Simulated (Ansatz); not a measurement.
The reference is WC (space group P-6m2, No. 187; a = 2.913 Å, c = 2.836 Å; relaxed with 0.1 eV smearing). Axes: x lies along a and z along c of the hexagonal cell.

Calculations: r2SCAN (Ansatz, a first-principles code, PAW, without spin-orbit coupling), earlier PAW set.

For the base:

| Quantity | Value |
|---|---|
| Pressure | 0.0 GPa |

Now apply this change: tensile biaxial strain of 0.18 % in the plane normal to [001], as in epitaxy on a mismatched substrate; the out-of-plane cell vector and the atoms relax.

### Question
What happens to the out-of-plane strain and pressure?

### Answer
The out-of-plane strain amounts to -0.06 %; the pressure (mean of the normal stresses, compression positive) goes from zero to -1.1 GPa.

Whether these cells are dynamically stable was not tested. All final runs are without spin polarisation.
